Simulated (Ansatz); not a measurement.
Base system: Cr in the bcc (W type) structure (space group Im-3m, No. 229; a = 2.848 Å; non-magnetic).

The values are results of PBE/PAW in Ansatz (a first-principles code), no spin-orbit coupling, not measurements.

Base values:

| Property | Value |
|---|---|
| Lattice parameter a | 5.382 bohr |
| Band gap | zero |

Modification: a hydrostatic pressure of 15 GPa.

Task: How does this affect the lattice parameter a?

Result: The lattice parameter a drops by 0.093 bohr (5.382 bohr → 5.289 bohr).

Task: What happens to the band gap?

Result: The band gap is still zero.

Load acts through the strain it causes; cell and atoms are relaxed under it. Stability against distortions was not tested. Competing high-pressure phases were not computed. Seeded moments were not kept for the base. The final runs are not spin-polarised. Real Cr is antiferromagnetic at low temperature and ambient pressure, an order that this cell doesn't hold.
